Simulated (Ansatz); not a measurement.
ZrS₂ (P-3m1): band-edge transport data

Here is the system:

```yaml
crystal:
  lattice:
    - [3.63467, 0.00000, 0.00000]
    - [-1.81733, 3.14771, 0.00000]
    - [0.00000, 0.00000, 5.72092]
  atoms:
    - { symbol: Zr, position: [0.00000, 0.00000, 0.00000] }
    - { symbol: S, position: [0.66667, 0.33333, 0.74470] }
    - { symbol: S, position: [0.33333, 0.66667, 0.25530] }
```

Computed with PBE+D3BJ with spin-orbit coupling, rigid bands (plane waves, PAW; Ansatz, a quantum-chemistry and plane-wave program). Condition of this run: functional PBE, cell relaxed with it. How the cell was made: cell and atoms relaxed with PBE+d3bj.

The band gap comes out as 0.65 eV and the electron conductivity mass (300 K, dilute) is 0.50 (x), 0.50 (y), 1.49 (z) mₑ. The hole conductivity mass (300 K, dilute) is 2.5 (x), 2.5 (y), 0.27 (z) mₑ, the effective density of states N_c (300 K) comes out as 6.4e19 cm⁻³ and the effective density of states N_v (300 K) comes out as 4.9e19 cm⁻³. The density-of-states mass, electrons is 1.87 mₑ and the density-of-states mass, holes comes out as 1.56 mₑ. The Seebeck coefficient, n-type 1e19 cm⁻³, 300 K comes out as -372 μV/K and the Seebeck coefficient, p-type 1e19 cm⁻³, 300 K comes out as 348 μV/K. The best p-type power factor at 300 K for τ = 10 fs (best axis; densities from 1e16 to 1e21 cm⁻³ tried, whether or not they can be reached) is 16.6 μW/(cm·K²) at 1e20 cm⁻³.

Rigid bands; masses and Seebeck coefficients take one relaxation time τ for all states and one kind of carrier; polarons and phonon drag are left out. Geometry: cell and atoms relaxed with PBE+D3(BJ).

Computed structure with no diffraction record at hand here (it may be known, metastable or hypothetical): ZrS2 (P-3m1).
